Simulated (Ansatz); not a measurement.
**Parameter sweep on NaB₃H₈ (Pmn2_1, 24 atoms in the cell)**

```
CELL_PARAMETERS angstrom
      7.86932     0.00000     0.00000
      0.00000     5.82513     0.00000
      0.00000     0.00000     4.58684
ATOMIC_POSITIONS crystal
  Na 0.00000 0.56920 0.90124
  Na 0.50000 0.43080 0.40124
  B  0.88546 0.24807 0.40980
  B  0.61454 0.75193 0.90980
  B  0.11454 0.24807 0.40980
  B  0.38546 0.75193 0.90980
  H  0.83800 0.27400 0.62800
  H  0.66200 0.72600 0.12800
  H  0.16200 0.27400 0.62800
  H  0.33800 0.72600 0.12800
  H  0.83100 0.36000 0.24000
  H  0.66900 0.64000 0.74000
  H  0.16900 0.36000 0.24000
  H  0.33100 0.64000 0.74000
  H  0.83080 0.06650 0.34300
  H  0.66920 0.93350 0.84300
  H  0.16920 0.06650 0.34300
  H  0.33080 0.93350 0.84300
  B  0.00000 0.99620 0.29960
  B  0.50000 0.00380 0.79960
  H  0.00000 0.96300 0.07200
  H  0.50000 0.03700 0.57200
  H  0.00000 0.84100 0.44200
  H  0.50000 0.15900 0.94200
```

Base run A: PBEsol, default PAW files made with PBE (Ansatz, a program for electronic structure), self-consistent single point.

Its settings: kpoints.mp_grid.grid = 4 6 7; hamiltonian.xc = pbesol; hamiltonian.pseudopotentials = {kind: paw} (the program's default PAW files); scf.occupations.method = cold; scf.occupations.width = 0.1 eV.

The starting cell comes from a database of published, mostly measured structures (it also holds non-ambient and calculated ones), without a prior relaxation at this level. Its lattice was rescaled by a random factor within 2.5 % of one. In the base run, with a pressure of about 13 GPa the cell is away from its equilibrium volume at this level. In the base run, forces exceed 1 eV/Å. Ansatz's pressure includes its estimate of the finite-basis (Pulay) stress.

ΔF is the free energy per atom less that of run A. 

```json
[
 {"run": "A", "kpoints.mp_grid.grid, kpoints.mp_grid.shift": "4 6 7, default", "ΔF (meV/atom)": "0.00", "pressure (GPa)": "12.69", "largest force (eV/Å)": "4.745", "gap on the mesh (eV)": "5.942", "k-points": "48"},
 {"run": "B", "kpoints.mp_grid.grid, kpoints.mp_grid.shift": "3 3 4, default", "ΔF (meV/atom)": "-0.01", "pressure (GPa)": "12.69", "largest force (eV/Å)": "4.745", "gap on the mesh (eV)": "6.132", "k-points": "12"},
 {"run": "C", "kpoints.mp_grid.grid, kpoints.mp_grid.shift": "3 3 4, 0.5 0.5 0.5", "ΔF (meV/atom)": "0.01", "pressure (GPa)": "12.69", "largest force (eV/Å)": "4.745", "gap on the mesh (eV)": "5.960", "k-points": "8"},
 {"run": "D", "kpoints.mp_grid.grid, kpoints.mp_grid.shift": "3 4 5, default", "ΔF (meV/atom)": "0.00", "pressure (GPa)": "12.69", "largest force (eV/Å)": "4.745", "gap on the mesh (eV)": "5.981", "k-points": "18"},
 {"run": "E", "kpoints.mp_grid.grid, kpoints.mp_grid.shift": "3 4 5, 0.5 0.5 0.5", "ΔF (meV/atom)": "0.00", "pressure (GPa)": "12.69", "largest force (eV/Å)": "4.745", "gap on the mesh (eV)": "5.989", "k-points": "12"},
 {"run": "F", "kpoints.mp_grid.grid, kpoints.mp_grid.shift": "4 5 6, default", "ΔF (meV/atom)": "0.00", "pressure (GPa)": "12.69", "largest force (eV/Å)": "4.745", "gap on the mesh (eV)": "5.958", "k-points": "36"},
 {"run": "G", "kpoints.mp_grid.grid, kpoints.mp_grid.shift": "4 5 6, 0.5 0.5 0.5", "ΔF (meV/atom)": "0.00", "pressure (GPa)": "12.69", "largest force (eV/Å)": "4.745", "gap on the mesh (eV)": "5.966", "k-points": "18"},
 {"run": "H", "kpoints.mp_grid.grid, kpoints.mp_grid.shift": "4 6 7, 0.5 0.5 0.5", "ΔF (meV/atom)": "0.00", "pressure (GPa)": "12.69", "largest force (eV/Å)": "4.745", "gap on the mesh (eV)": "5.990", "k-points": "24"},
 {"run": "I", "kpoints.mp_grid.grid, kpoints.mp_grid.shift": "4 6 7, 0 0 0.5", "ΔF (meV/atom)": "0.00", "pressure (GPa)": "12.69", "largest force (eV/Å)": "4.745", "gap on the mesh (eV)": "5.945", "k-points": "48"}
]
```

Run B against A: The free energy stays essentially unchanged (within 1 meV/atom), the pressure stays at 12.69 GPa, the largest force stays at 4.745 eV/Å and the gap on the mesh goes from 5.942 to 6.132 eV.

Run G against A: The free energy is nearly the same (within 1 meV/atom), the pressure stays at 12.69 GPa, the largest force stays at 4.745 eV/Å and the gap on the mesh goes from 5.942 to 5.966 eV.

Keys are those of Ansatz 0.2.
